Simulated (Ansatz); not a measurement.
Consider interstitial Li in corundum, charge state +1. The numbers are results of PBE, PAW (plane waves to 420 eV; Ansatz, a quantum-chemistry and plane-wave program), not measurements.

Settings: 120 host sites, the relaxed PBE lattice, the Γ point alone, smearing 0.01 eV, spin-restricted, no image-charge correction. Energies are static. The charge state is imposed; whether it is stable for some Fermi level was not computed. Sites that were not tried may lie lower.

Barriers: single points on a 2×2×2 k-point mesh shifted by half a step along c at the bands' geometries.

The step: Li moves alone to another site. Atoms about the jump, Cartesian Å from the middle of the jump, before and after:

```json
[
 {"atom": "Li1", "x0": "1.20", "y0": "-0.69", "z0": "1.09", "x1": "-1.20", "y1": "0.69", "z1": "-1.09"},
 {"atom": "O2", "x0": "-1.93", "y0": "-0.81", "z0": "0.00", "x1": "-1.93", "y1": "-0.75", "z1": "0.01"},
 {"atom": "O3", "x0": "0.31", "y0": "-2.05", "z0": "-0.01", "x1": "0.26", "y1": "-2.08", "z1": "0.00"},
 {"atom": "O4", "x0": "0.47", "y0": "0.75", "z0": "-0.01", "x1": "0.41", "y1": "0.79", "z1": "0.01"},
 {"atom": "Al5", "x0": "1.20", "y0": "-0.69", "z0": "-1.07", "x1": "1.22", "y1": "-0.70", "z1": "-0.84"},
 {"atom": "Al6", "x0": "-1.22", "y0": "0.71", "z0": "0.84", "x1": "-1.20", "y1": "0.69", "z1": "1.07"},
 {"atom": "O7", "x0": "-0.28", "y0": "-0.71", "z0": "-2.23", "x1": "-0.31", "y1": "-0.66", "z1": "-2.20"},
 {"atom": "O8", "x0": "-0.41", "y0": "-0.60", "z0": "2.20", "x1": "-0.47", "y1": "-0.60", "z1": "2.23"},
 {"atom": "Al9", "x0": "-1.21", "y0": "-2.09", "z0": "-1.35", "x1": "-1.20", "y1": "-2.10", "z1": "-1.35"},
 {"atom": "Al10", "x0": "-1.22", "y0": "-2.09", "z0": "1.35", "x1": "-1.20", "y1": "-2.09", "z1": "1.35"},
 {"atom": "O11", "x0": "-1.93", "y0": "-3.35", "z0": "0.00", "x1": "-1.94", "y1": "-3.34", "z1": "0.00"}
]
```

Question: Where do these atoms stand at the saddle point, and how high is it?

Answer: 
```tsv
atom	x	y	z
Li1	-0.35	-0.59	0.00
O2	-2.01	-0.76	0.08
O3	0.32	-2.11	-0.08
O4	0.48	0.85	0.00
Al5	1.42	-0.72	-1.00
Al6	-1.36	0.88	1.01
O7	-0.26	-0.70	-2.12
O8	-0.50	-0.57	2.13
Al9	-1.22	-2.18	-1.41
Al10	-1.29	-2.13	1.42
O11	-1.94	-3.34	0.00
```
It lies 2.41 eV above the start and 2.41 eV above the end. The saddle point's order was not checked, and it lies on a symmetry element of the cell, where a band can be held.
